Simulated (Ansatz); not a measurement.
Take LaN (space group P4/nmm, No. 129; a = 3.708 Å, c = 5.262 Å; a model cell, its experimental status unchecked; relaxed with 0.1 eV smearing) as the base. Axes: x, y, z lie along a, b, c of the conventional cell.

Method: PBEsol (Ansatz, an electronic-structure program), no spin-orbit coupling.

It is then changed as follows: the cell is stretched by 1.01 % along y with no lateral relaxation, atoms relaxed at fixed cell.

Predict the stress tensor and what it implies for the stiffness.

Stress of the strained cell less that of the base (GPa, compression positive):
```
   -0.7     0.0     0.0
    0.0    -2.1     0.0
    0.0     0.0    -1.0
```

Then −Δσ_ii/ε with ε = 0.0101 gives relaxed-ion elastic constants: C22 ≈ 210 GPa, C12 ≈ 71 GPa and C23 ≈ 95 GPa.

Stability against distortions was not tested. All final runs are without spin polarisation.
